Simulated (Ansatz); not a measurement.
The starting structures come from a database of crystals and need not be the phases stable at ambient conditions.

Crystal: MgI2 (P-3m1, CdI2 type, not sure to be the ambient phase, 3 atoms a cell, 33.5 Å³ an atom); both levels run on this one cell.

Complex bands along the normal of (001) by Ansatz (plane waves, PAW, no spin-orbit coupling). r2SCAN gives a gap of 4.14 eV and a slowest mid-gap decay of 0.259 1/Å.

What does PBE give on the same cell, and what does that do to the current through 2 nm?

Gap 3.52 eV, κ = 0.232 1/Å. The mid-gap transmission through 2 nm changes by exp(2 × 20 × (0.259 − 0.232)) = a factor of 2.9 against r2SCAN.

Ansatz is a first-principles code.
